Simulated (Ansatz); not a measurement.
## What pressure −1 GPa does to SiC

Base system: SiC (space group P6_3mc, No. 186; a = 3.0790 Å, c = 15.1071 Å).

Now apply this change: hydrostatic tension (pressure −1 GPa).

The values are results of DFT with PBEsol, PAW potentials and a 420 eV plane-wave cutoff in Ansatz (an electronic-structure program), spin-orbit coupling left out, earlier PAW set, not measurements. Settings: 10×10×2 k-points, 0.05 eV Fermi–Dirac smearing.

| quantity | base | changed | shift |
|---|---|---|---|
| volume per atom | 10.34 Å³ | 10.38 Å³ | +0.046 Å³ |
| density | 3.22 g/cm³ | 3.21 g/cm³ | -0.01 g/cm³ |
| lattice parameter a | 3.079 Å | 3.084 Å | +0.005 Å |
| c/a ratio | 4.907 | 4.907 | 0.000 |
| shortest interatomic distance | 1.884 Å | 1.887 Å | +0.003 Å |
| enthalpy H = E + PV relative to the base's energy | – | -0.06 eV/atom | – |
| band gap (an upper bound: an edge found on the path is not a true extremum; both cells) | 1.92 eV | 1.92 eV | 0.00 eV |

Load acts through the strain it causes; cell and atoms are relaxed under it. Stability against distortions was not tested.
